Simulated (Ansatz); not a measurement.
Li3SeBr (model structure, started from the Li3OCl type, Pm-3m, No. 221, 5 atoms in the cell), treated with G0W0@PBEsol+SOC (plane waves, hard PAW, contour deformation, complete-basis limit, spin–orbit shift from PBEsol; Ansatz, a quantum-chemistry and plane-wave program).

Settings: largest k mesh 6×6×6 (not extrapolated in the mesh).

Cell (relaxed with PBEsol):

```xyz
5
Lattice="4.7850 0.0000 0.0000 0.0000 4.7850 0.0000 0.0000 0.0000 4.7850" Properties=species:S:1:pos:R:3 pbc="T T T"
Li     0.0000     2.3925     2.3925
Li     2.3925     0.0000     2.3925
Li     2.3925     2.3925     0.0000
Br     0.0000     0.0000     0.0000
Se     2.3925     2.3925     2.3925
```

**Question.** Give the computed band gap.

**Answer.** 
band gap: 5.23 eV

Note: spin–orbit coupling enters as the shift of the gap found with a semilocal functional; the relaxation could raise the start's symmetry but not lower it, so the cell can be a saddle point.

It cost about 70 core-minutes (a rough figure) of CPU time.

A model structure was made by putting elements into a prototype or built by hand; it is no filed structure, need not be a known phase, and can be a saddle point held by its symmetry.
